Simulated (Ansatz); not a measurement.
Elastic constant C12 of CsCl-type CuZn at several levels of theory

No measured value is used here.

| level (code) | value (GPa) | cell (Å³/atom) |
|---|---|---|
| LDA (Ansatz) | [?] | 11.82 |
| PBE (Ansatz) | 109 | 13.02 |
| PBEsol (Ansatz) | 131 | 12.30 |
| r²SCAN (Ansatz) | 127 | 12.44 |

### Question
Some entries are withheld; supply them.

### Answer

- LDA (Ansatz, a program for electronic structure), value (GPa): 148

Each level is taken at its own relaxed cell. Cutoffs differ between the levels. Ansatz's density-functional and Hartree–Fock values are scalar-relativistic unless marked +SOC, with PAW data made under PBE.
